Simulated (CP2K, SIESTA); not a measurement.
A SIESTA input for a self-consistent single point of ScAgSe2 (P-3m1, 4 atoms in the cell) (DFT, GGA PBEsol, numerical atomic orbitals DZP, PseudoDojo PBEsol standard norm-conserving potentials (rewritten from UPF to PSML)):

```
# files in the folder: Sc.psml Ag.psml Se.psml (PseudoDojo PBEsol standard)
SystemName  ScAgSe2
SystemLabel scagse2

NumberOfAtoms                4
NumberOfSpecies              3
%block ChemicalSpeciesLabel
  1 21 Sc
  2 47 Ag
  3 34 Se
%endblock ChemicalSpeciesLabel
LatticeConstant              3.905580 Ang
%block LatticeVectors
     1.000000000    0.000000000    0.000000000
    -0.500000000    0.866025277    0.000000000
     0.000000000    0.000000000    1.692555267
%endblock LatticeVectors
AtomicCoordinatesFormat      Bohr
%block AtomicCoordinatesAndAtomicSpecies
     0.000000000    0.000000000    0.000000000  1
     0.000000000    0.000000000    6.245932236  2
    -0.000003690    4.261121632    2.899611581  3
     3.690241969    2.130557620    9.592252890  3
%endblock AtomicCoordinatesAndAtomicSpecies

XC.functional                GGA
XC.authors                   PBEsol
PAO.BasisSize                DZP
PAO.EnergyShift              0.01 Ry
MeshCutoff                   400 Ry
%block kgrid.MonkhorstPack
    7   0   0  0.0
    0   7   0  0.0
    0   0   4  0.0
%endblock kgrid.MonkhorstPack
OccupationFunction           FD
ElectronicTemperature        10 K

MaxSCFIterations             150
SCF.Mixer.Method             Pulay
SCF.Mixer.Weight             0.2
SCF.Mixer.History            8
SCF.DM.Tolerance             1.0E-05
Diag.ParallelOverK           true
WriteForces                  true
Charge.Mulliken              end
```

Question: Translate this input to CP2K.

Answer: This is the input that was run; spellings and numerical settings could be chosen otherwise.

```
&GLOBAL
  PROJECT run
  RUN_TYPE ENERGY_FORCE
  PRINT_LEVEL MEDIUM
&END GLOBAL
&FORCE_EVAL
  METHOD Quickstep
  STRESS_TENSOR ANALYTICAL
  &DFT
    BASIS_SET_FILE_NAME BASIS_MOLOPT
    POTENTIAL_FILE_NAME GTH_POTENTIALS
    &QS
      METHOD GPW
      EPS_DEFAULT 1E-10
    &END QS
    &MGRID
      CUTOFF 600
      REL_CUTOFF 40
      NGRIDS 5
    &END MGRID
    &SCF
      SCF_GUESS ATOMIC
      EPS_SCF 1E-6
      MAX_SCF 100
      ADDED_MOS 7
      &DIAGONALIZATION
        ALGORITHM STANDARD
      &END DIAGONALIZATION
      &MIXING
        METHOD BROYDEN_MIXING
        ALPHA 0.2
        NBUFFER 8
      &END MIXING
    &END SCF
    &KPOINTS
      SCHEME MONKHORST-PACK 7 7 4
      GAMMA_CENTERED T
    &END KPOINTS
    &XC
      &XC_FUNCTIONAL
        &PBE
          PARAMETRIZATION PBESOL
        &END PBE
      &END XC_FUNCTIONAL
    &END XC
    &PRINT
      &MO
        EIGENVALUES T
        OCCUPATION_NUMBERS T
        NDIGITS 8
        FILENAME mo
        &EACH
          QS_SCF 0
        &END EACH
        ADD_LAST NUMERIC
      &END MO
      &MULLIKEN ON
      &END MULLIKEN
    &END PRINT
  &END DFT
  &SUBSYS
    &CELL
      A 3.90558000 0.00000000 0.00000000
      B -1.95279000 3.38233100 0.00000000
      C 0.00000000 0.00000000 6.61041000
      PERIODIC XYZ
    &END CELL
    &COORD
      Sc       0.00000000     0.00000000     0.00000000
      Ag       0.00000000     0.00000000     3.30520500
      Se      -0.00000195     2.25488846     1.53440837
      Se       1.95279195     1.12744254     5.07600163
    &END COORD
    &KIND Sc
      BASIS_SET DZVP-MOLOPT-SR-GTH-q11
      POTENTIAL GTH-PBE-q11
    &END KIND
    &KIND Ag
      BASIS_SET DZVP-MOLOPT-SR-GTH-q11
      POTENTIAL GTH-PBE-q11
    &END KIND
    &KIND Se
      BASIS_SET DZVP-MOLOPT-SR-GTH-q6
      POTENTIAL GTH-PBE-q6
    &END KIND
  &END SUBSYS
  &PRINT
    &FORCES ON
    &END FORCES
    &STRESS_TENSOR ON
    &END STRESS_TENSOR
  &END PRINT
&END FORCE_EVAL
```

Basis, cutoffs, solver keys and any potentials are the target program's own. This input uses DFT PBEsol, GPW, DZVP-MOLOPT-SR-GTH basis, GTH-PBE potentials (GTH_POTENTIALS).

The starting cell comes from a database of computed structures (which also holds hypothetical and non-ambient phases and stackings), without a prior relaxation at this level.
